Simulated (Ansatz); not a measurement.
A user runs Ansatz (a quantum-chemistry and plane-wave program) on Lu2Mo2C3 (C2/m, 7 atoms in the cell) and asks whether the run is sound. The aim is a self-consistent single point with DFT, PBEsol, plane waves, default PAW files made with PBE.

Cell that was meant: a = 5.8428 Å, b = 5.8428 Å, c = 5.5785 Å, α = 108.41°, β = 108.41°, γ = 33.10°.

Part of the input:

Ansatz 0.2 input:
```yaml
  xc: pbesol
  pseudopotentials: { kind: paw }
scf:
  occupations: { method: fixed }
output:
  forces: true
  eigenvalues: true
```

The program printed (abridged):

```
WARN basis.ecutwfc = 420 eV, the default
WARN ansatz: RAYON_NUM_THREADS=1 ignored (pool sized by the plan → 1); use --threads N
   [... lines left out ...]
PAW frozen core: C, regenerated for the run's functional, and the local potential with it
Initial density: superposition of atomic densities (neutral atoms: chi_scale 0, normalization atom), corrected by the library's trained network
Initial wavefunctions: pseudopotential atomic-orbital guess
Eigensolver: davidson
Functional: x = pbesol(κ = 0.804, μ = 0.12345679012345678), c = pbesol(β = 0.046)
SCF iter   1: F=—  HF=-39760.845210 eV  |F-HF|=—  |Δ(HF+E_count)|=         —  Δρ=9.00e-3  dr2=1.03e-1  ethr=1.77e-3  ⟨swp⟩=5.5  Hψ=4700  notcnv=0  defer=131
all-band conjugate gradients solve this SCF's bands
   [... lines left out ...]
WARN: the bands overlap at the fill by count (45 filled at each k-point of a channel) …
SCF 1 converged in 9 iterations: F = -39760.815178 eV  dr2 = 1.92e-8
Free energy (F): -39760.815178 eV
Internal energy: -39760.815178 eV  (E = F + TS)
E sigma→0 (E₀):  -39760.815178 eV
Fermi energy:    16.930342 eV
--- Forces (eV/Å), atoms counted from 1 ---
  atom   1  Lu     0.04576661     0.00000000    -0.05685261
  atom   2  Lu    -0.04576661     0.00000000     0.05685261
  atom   3  Mo    -0.03884484     0.00000000     0.02022273
  atom   4  Mo     0.03884484     0.00000000    -0.02022273
  atom   5  C     -0.06217076     0.00000000    -0.24058249
  atom   6  C      0.06217076     0.00000000     0.24058249
  atom   7  C      0.00000000     0.00000000     0.00000000
--- Stress (GPa, compression-positive) ---
       -3.797438       0.000000      -0.149401
        0.000000      -4.371302       0.000000
       -0.149398       0.000000      -4.704225
  P = ⅓ Tr σ = -4.2910 GPa (-42.910 kbar)
  The stress holds the Pulay correction. Without it, at fixed plane waves, as pw.x and ABINIT print it: P = -4.4773 GPa
```

Q: Is anything amiss in this input, and did it matter?

A: The run is not sound. The fault is fixed (insulator-type) occupations in a metal. Fixed occupations assume a gap. Where bands overlap, the filling has to be decided k-point by k-point from a Fermi level. To fix it, use a smearing (or tetrahedra) with enough empty bands. The run converged in 9 iterations without an error; against the sound input the free energy rises by 1.9 meV/atom, the pressure stays near -4.29 GPa while the xx stress (positive for compression) goes from -4.11 to -3.80 GPa and the largest force goes from 0.156 to 0.248 eV/Å. The full log also holds (shortened here): “WARN: iter 1: σ=0 fill of 45 bands saw a band overlap (occupied 16.9966 eV > unoccupied 16.7311 eV) — on an unconverged iterate often a transient of an (band_overlap_at_count)”.

An input that runs soundly differs in these lines (not the only fix; some lines may just follow from the change or write a value another way):
```diff
-  occupations: { method: fixed }
+  occupations: { method: methfessel_paxton, width: 0.05 eV }
```

With that input, the run converged in 8 iterations: free energy E − TS (on the zero of these files) -39760.8288 eV; Fermi level (on the code's own zero) 16.71 eV; pressure -4.30 GPa; largest force (vector length) 0.156 eV/Å (DFT, PBEsol, plane waves, default PAW files made with PBE).

On the sound input: the starting cell comes from a database of computed structures (which also holds hypothetical and non-ambient phases and stackings), without a prior relaxation at this level. Spin polarisation is off. With a pressure of about -4 GPa the cell is away from its equilibrium volume at this level. Ansatz's pressure includes its estimate of the finite-basis (Pulay) stress. Without a gap this mesh is coarse (it stands for a supercell whose shortest vector is 17 Å).
